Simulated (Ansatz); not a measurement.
Amorphous Si24O47H2, 73 atoms at 2.05 g/cm³, one PBE-relaxed geometry, zone centre. Methods: PBE, scalar-relativistic without spin-orbit coupling (Ansatz, a first-principles code); r2SCAN, scalar-relativistic without spin-orbit coupling (Ansatz); HSE06, scalar-relativistic without spin-orbit coupling (Ansatz); PBE0, scalar-relativistic without spin-orbit coupling (Ansatz). Plane waves to 420 eV (r2SCAN 500 eV); exact exchange is cut at the cell's faces. The usual formal charges leave 4 electrons over, so the level spacing at the Fermi energy parts defect or band states and needn't be the band gap. At PBE the levels at both edges of the gap are localised (band-tail or defect states), and the nearest spread-out levels lie 5.6 eV apart at the zone centre. The higher rungs were started with moments on some atoms, which died out.

A CHGNet melt-quench gave the starting glass, which DFT then relaxed. O atoms were pushed apart under 1.9 Å during the dynamics, to hinder bonds among them. The hot cell started wider than the set density and was brought back towards it in steps. It is the lowest in DFT energy of 8 quenches. It is a model cell: composition and starting density were chosen by hand, and all elements were melted together. No dispersion term was used. Its density started from a set value of 2.05 and ended at 2.05 g/cm³. Cooling (nominally 200 K/ps over its main leg) ran many orders faster than in experiment, which tends to leave more defects and strain. Values belong to this one cell and scatter from quench to quench. The volume was held where the preparation left it and the shape relaxed, at a PBE pressure of 0.2 GPa.

The relaxation ran on the zone centre alone. At PBE the level spacing at the Fermi energy is 1.51 eV on a 2×2×2 Γ-centred mesh, and the spacing at the zone centre alone 1.64 eV.

Question: What zone-centre spacing does r2SCAN give, roughly?

Answer: 1.78 eV (+0.14 eV against PBE).

Question: What zone-centre spacing does HSE06 give, roughly?

Answer: 2.59 eV (+0.95 eV against PBE).

Question: What zone-centre spacing does PBE0 give, roughly?

Answer: 3.36 eV (+1.72 eV against PBE).

The highest filled and the lowest empty state spread over these numbers of atoms (participation numbers): PBE: 2.6 and 2.1; r2SCAN: 2.5 and 2.0; HSE06: 2.4 and 2.1; PBE0: 2.4 and 2.1.
